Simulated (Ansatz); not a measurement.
## MgS (Fm-3m): band-edge transport data

```yaml
crystal:
  lattice:
    - [0.00000, 2.61447, 2.61447]
    - [2.61447, 0.00000, 2.61447]
    - [2.61447, 2.61447, 0.00000]
  atoms:
    - { symbol: Mg, position: [0.00000, 0.00000, 0.00000] }
    - { symbol: S, position: [0.50000, 0.50000, 0.50000] }
```

All values below come from PBEsol with spin-orbit coupling, rigid bands (plane waves, PAW; Ansatz, an electronic-structure program). Condition of this run: hydrostatic pressure -2 GPa (the target of the relaxation). How the cell was made: cell and atoms relaxed with PBEsol, then loaded as said.

| Item | Value |
|---|---|
| band gap | 2.64 eV |
| electron conductivity mass (300 K, dilute) | 0.35 mₑ |
| hole conductivity mass (300 K, dilute) | 1.22 mₑ |
| effective density of states N_c (300 K) | 1.6e19 cm⁻³ |
| effective density of states N_v (300 K) | 9.5e19 cm⁻³ |
| density-of-states mass, electrons | 0.75 mₑ |
| density-of-states mass, holes | 2.4 mₑ |
| Seebeck coefficient, n-type 1e19 cm⁻³, 300 K | -260 μV/K |
| best n-type power factor at 300 K for τ = 10 fs (best axis; densities from 1e16 to 1e21 cm⁻³ tried, whether or not they can be reached) | 7.3 μW/(cm·K²) at 1e20 cm⁻³ |
| Seebeck coefficient, p-type 1e19 cm⁻³, 300 K | 440 μV/K |

Rigid bands; masses and Seebeck coefficients take one relaxation time τ for all states and one kind of carrier; polarons and phonon drag are left out.
